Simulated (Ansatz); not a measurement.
Take TiSi₂ (space group Fddd, No. 70; a = 4.779 Å, b = 8.230 Å, c = 8.521 Å) as the base. Axes: x, y, z lie along a, b, c of the conventional cell.

Method: Ansatz (a program for electronic structure) r2SCAN, without spin-orbit coupling.

Modification: the cell is scaled by 1.0266 in all directions; the atoms relax in the strained cell.

**Question.** Predict the stress tensor and what it implies for the stiffness.

**Answer.** Stress of the strained cell less that of the base (GPa, compression positive):
```
   -9.9     0.0     0.0
    0.0    -8.3     0.0
    0.0     0.0   -11.9
```

Then B = −ΔP/(ΔV/V₀) with ΔV/V₀ = 0.0819 gives secant stiffness values (nonlinear terms included at this strain): B (at held cell shape, above the free-shape value) ≈ 122 GPa.

As a check, the harmonic strain energy −½ V₀ Δσ:ε is 35 meV/atom; the computed energy rise is 38 meV/atom.

Whether these cells are dynamically stable was not tested. The final runs are not spin-polarised.
